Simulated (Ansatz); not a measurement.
## CsSnI3, response to strain

Consider CsSnI₃ in the cubic perovskite structure (space group Pm-3m, No. 221).

```cif
data_CsI3Sn
_chemical_formula_sum 'Cs1 Sn1 I3'
_space_group_name_H-M_alt 'P 1'
_space_group_IT_number 1
_cell_length_a 6.27131
_cell_length_b 6.27131
_cell_length_c 6.27131
_cell_angle_alpha 90.000
_cell_angle_beta 90.000
_cell_angle_gamma 90.000
loop_
_space_group_symop_operation_xyz
  'x, y, z'
loop_
_atom_site_label
_atom_site_type_symbol
_atom_site_fract_x
_atom_site_fract_y
_atom_site_fract_z
_atom_site_occupancy
Cs1 Cs 0.00000 0.00000 0.00000 1
Sn1 Sn 0.50000 0.50000 0.50000 1
I1 I 0.50000 0.00000 0.50000 1
I2 I 0.00000 0.50000 0.50000 1
I3 I 0.50000 0.50000 0.00000 1
```

Strains are applied to the cell and any free atomic positions relax.

Calculations: PBE (Ansatz, a program for electronic structure; PAW; 420 eV plane waves; no spin-orbit coupling).

Candidates:
(a) isotropic strain +2.40 %
(b) isotropic strain +1.20 %
(c) isotropic strain +3.00 %

Before the change:

The band gap comes out as 0.45 eV.

Q: Order them by band gap, lowest first.

A: (b) isotropic strain +1.20 % (0.60 eV), (a) isotropic strain +2.40 % (0.73 eV), (c) isotropic strain +3.00 % (0.79 eV)

With I present, leaving out spin-orbit coupling can change the band edges. Whether these cells are dynamically stable was not tested. Many cubic perovskites are stable only at high temperature; tilts and polar distortions were not tested.
